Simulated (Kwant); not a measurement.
System: quantum point contact (saddle potential) in a ZnO two-dimensional gas. Effective mass 0.3 mₑ, grid spacing 10 nm, hard walls, nominal width 300 nm (29 grid rows, so walls 300 nm apart), one parabolic valley, scattering region 900 nm long along x; energies count from the band bottom; Fermi energy 0.000446 eV. Potential (V0 + ½k y²) cos²(πx/L) for |x| < L/2, with V0 swept from 0.0004683 to 0 eV, k = 2e-07 eV/nm², L = 710 nm.

Constants are typed, rounded textbook-type inputs, not results; the design itself was drawn at random and stands for no fabricated device.

Model: effective-mass tight-binding model on a square grid, one spin, coherent transport at 0 K (Kwant). Conductance is in e²/h.

**Question.** Compare with the saddle-point formula G = Σ 1/(1 + exp(−2π(E − V0 − ħωy(n + ½))/ħωx)), taking ħωy = ħ√(k/m) and ħωx from the curvature along x of V0 plus half of the mode's confinement energy.

**Answer.** ħωy = 0.225 meV; at V0 = 0.380 meV the lowest mode has ħωx = 0.0659 meV.

```csv
V0 (meV),formula,simulation
0.441,6.6e-5,5.6e-5
0.380,0.011,0.012
0.319,0.81,0.83
0.258,1.00,1.00
0.197,1.00,1.00
0.136,1.04,1.06
```

The formula takes a parabolic saddle in the continuum; the run has the full potential on a grid.
